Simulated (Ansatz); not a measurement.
# NbSi₂ (P6₂22, No. 180)

These are r²SCAN+rVV10 (Ansatz, a quantum-chemistry and plane-wave program, plane waves, PAW) values and carry that method's errors.

Settings: plane-wave cutoff 560 eV, 12×12×8 k mesh (along the axes of the cell as run), Fermi–Dirac smearing 0.05 eV, no spin polarisation, scalar-relativistic PAW data made under PBE.

Cell (relaxed at this level):

```yaml
crystal:
  lattice:
    - [4.78719, 0.00000, 0.00000]
    - [-2.39360, 4.14583, 0.00000]
    - [0.00000, 0.00000, 6.57319]
  atoms:
    - { symbol: Nb, position: [0.50000, 0.00000, 0.50000] }
    - { symbol: Nb, position: [0.50000, 0.50000, 0.83333] }
    - { symbol: Nb, position: [0.00000, 0.50000, 0.16667] }
    - { symbol: Si, position: [0.15857, 0.31714, 0.50000] }
    - { symbol: Si, position: [0.84143, 0.15857, 0.83333] }
    - { symbol: Si, position: [0.68286, 0.84143, 0.16667] }
    - { symbol: Si, position: [0.84143, 0.68286, 0.50000] }
    - { symbol: Si, position: [0.15857, 0.84143, 0.83333] }
    - { symbol: Si, position: [0.31714, 0.15857, 0.16667] }
```

| Property | Value |
|---|---|
| band gap | zero (no gap) |

Spin–orbit coupling is not included.

Static lattice: no zero-point or thermal effects.

It cost about 7 core-minutes (a rough figure) of CPU time.
